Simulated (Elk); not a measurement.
Elk is run on Tl (P6_3/mmc, 2 atoms in the cell), and the run fails. The aim is a self-consistent single point with DFT, LDA (PW92), all-electron FP-LAPW, Elk's shipped species files, APW+lo basis with extra local orbitals.

Cell that was meant: a = 3.4470 Å, b = 3.4470 Å, c = 5.5652 Å, α = 90.00°, β = 90.00°, γ = 120.00°.

Part of the input:

```
swidth
  0.00999582

maxscl
  2

avec
    6.5138438165    0.0000001302    0.0000000000
   -3.2569220210    5.6411541563    0.0000000000
```

Output, abridged:

```
│ Self-consistent loop started │
│ Loop number : 1 │
 total energy                :     -40559.9753648
│ Loop number : 2 │
Reached self-consistent loops maximum

Energies :
 Fermi                       :     0.724067919392E-01
 total energy                :     -40560.1479300

Density of states at Fermi energy :    42.69384900
 (states/Hartree/unit cell)

Estimated indirect band gap :   0.2312956865E-02
 from k-point     32 to k-point     19
   [... lines left out ...]
Estimated direct band gap   :   0.3997081106E-01
   [... lines left out ...]
 total in muffin-tins        :    159.1257853
 total calculated charge     :    161.9996910
 total charge                :    162.0000000
 error                       :   0.3090285195E-03

│ Self-consistent loop stopped │

Forces :
 species :    1 (Tl)
  atom :    1
   Hellmann-Feynman          :    -0.00000000   -0.00000000   -0.00000000
   IBS                       :     0.00000000    0.00000000    0.00000000
   total force               :    -0.00000000    0.00000000    0.00000000
   total magnitude           :     0.00000000
  atom :    2
   Hellmann-Feynman          :    -0.00000000    0.00000000   -0.00000000
   IBS                       :     0.00000000   -0.00000000    0.00000000
   total force               :     0.00000000   -0.00000000    0.00000000
   total magnitude           :     0.00000000
```

### Question
What is wrong, and how is it fixed?

### Answer
The fault is an iteration limit that is too low. The loop is cut before its threshold is met, so whatever is printed at the end is not self-consistent. To fix it, raise the limit, or leave it to the default. The run ended unconverged after 2 iterations.

The sound input it was made from differs as follows (other fixes are possible):
```diff
-maxscl
-  2
-
```

With that input, the run converged in 16 iterations: total energy -1103560.6515 eV; Fermi level (on the code's own zero) 5.41 eV (DFT, LDA (PW92), all-electron FP-LAPW, Elk's shipped species files, APW+lo basis with extra local orbitals).

On the sound input: the starting cell comes from a database of computed structures (which also holds hypothetical and non-ambient phases and stackings), without a prior relaxation at this level. Its lattice was rescaled by a random factor within 2.5 % of one. Spin-orbit coupling is off. Values depend on the basis (sphere radii, cutoffs, local orbitals), which need not be converged. The log's line on a gap gives a spacing of levels on this mesh, which the program prints for metals too.
